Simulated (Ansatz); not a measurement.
## MgPd (Pm-3m): band-structure transport figures

Input:

```
CELL_PARAMETERS angstrom
      3.14480     0.00000     0.00000
      0.00000     3.14480     0.00000
      0.00000     0.00000     3.14480
ATOMIC_POSITIONS crystal
  Mg 0.00000 0.00000 0.00000
  Pd 0.50000 0.50000 0.50000
```

These are PBEsol, rigid bands (plane waves, PAW, scalar-relativistic; Ansatz, an electronic-structure program) values and carry that method's errors. How the cell was made: cell and atoms relaxed with PBEsol.

| Item | Result |
|---|---|
| density of states at the Fermi level | 0.820 states/(eV·cell), both spins |
| bare Sommerfeld coefficient | 0.97 mJ/(mol of atoms·K²) |
| Drude plasma energy | 7.6 eV |
| root-mean-square Fermi velocity | 9.2e5 m/s |
| resistivity times τ | 8.4 ×10⁻²² Ω·m·s |

A metal at this level (no band gap); rigid bands, thermally averaged at 300 K, both spins. Spin-orbit coupling is left out. τ is one relaxation time for all states.

Formula and space group known from diffraction (Crystallography Open Database), not checked to be the room-temperature form: MgPd (Pm-3m).
